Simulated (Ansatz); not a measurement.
MgO (model structure, started from the BeO type, P4₂/mnm, No. 136, 8 atoms in the cell) was calculated with LDA in Ansatz (plane waves, PAW).

Numerical settings: plane-wave cutoff 520 eV, 6×6×10 k mesh (along the axes of the cell as run), Fermi–Dirac smearing 0.01 eV, scalar-relativistic PAW data made under PBE.

Cell (relaxed at this level):

MgO is modelled in the tetragonal space group P4₂/mnm (No. 136), Pearson symbol tP8. Cell: a = b = 5.437 Å, c = 3.240 Å, α = β = γ = 90.00°. Mg on 4g is coordinated by 4 O at 1.932–1.975 Å. O on 4f sees 4 Mg at 1.932–1.975 Å. (Neighbours: up to the widest gap in distance over summed covalent radii, below 1.35, at either atom; cation-cation and far metal-metal contacts left out.)

Task: Estimate the band gap and smallest direct gap on the k points sampled that the calculation returns.

Result: 
* **band gap**: 3.55 eV
* **smallest direct gap on the k points sampled**: 3.56 eV

Note: the relaxation could raise the start's symmetry but not lower it, so the cell can be a saddle point.

Cost on a shared machine: about 26 core-seconds (a rough figure).

A model structure was made by putting elements into a prototype or built by hand; it is no filed structure, need not be a known phase, and can be a saddle point held by its symmetry.

Ansatz is a quantum-chemistry and plane-wave program.
